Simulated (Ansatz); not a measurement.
Here is the system:

```yaml
crystal:
  lattice:
    - [0.00000, 1.91524, 1.91524]
    - [1.91524, 0.00000, 1.91524]
    - [1.91524, 1.91524, 0.00000]
  atoms:
    - { symbol: Ir, position: [0.00000, 0.00000, 0.00000] }
```

No spin polarisation.

A single point on Ir, its geometry relaxed with PBEsol.

Method: r2SCAN/PAW in Ansatz (a program for electronic structure), spin-orbit coupling left out. Settings: 21×21×21 k-points, 0.05 eV Fermi–Dirac smearing.

Problem. What pressure does the calculation give?

Solution. 4.2 GPa.

Problem. What is the computed band gap?

Solution. Zero.

Single points use the geometry relaxed with PBEsol. Whether these cells are dynamically stable was not tested. The final runs are not spin-polarised. The cell is Ir in the fcc (Cu type) structure (space group Fm-3m, No. 225).
